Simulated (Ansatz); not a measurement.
The parent structure is BaZrO₃ in the cubic perovskite structure (space group Pm-3m, No. 221).

```xyz
5
Lattice="4.1806 0.0000 0.0000 0.0000 4.1806 0.0000 0.0000 0.0000 4.1806" Properties=species:S:1:pos:R:3 pbc="T T T"
Ba     0.0000     0.0000     0.0000
Zr     2.0903     2.0903     2.0903
O      2.0903     0.0000     2.0903
O      0.0000     2.0903     2.0903
O      2.0903     2.0903     0.0000
```

Cartesian axes are those of the cell as printed.

All numbers come from Ansatz (an electronic-structure program), PBEsol, PAW, cutoff 420 eV, no SOC.

For the base:

Pressure: -0.01 GPa
Shortest interatomic distance: 209.0 pm

Now apply this change: uniaxial strain ε_zz = +0.60 %, all other strain components held at zero, atoms relaxed at fixed cell.

Predict the new pressure.

The pressure (mean of the normal stresses, compression positive) drops by 0.95 GPa to -0.96 GPa.

Predict the new energy relative to the base.

The energy goes up by 0.5 meV/atom.

What happens to the shortest interatomic distance?

The shortest interatomic distance stays 209.0 pm.

Stability against distortions was not tested.
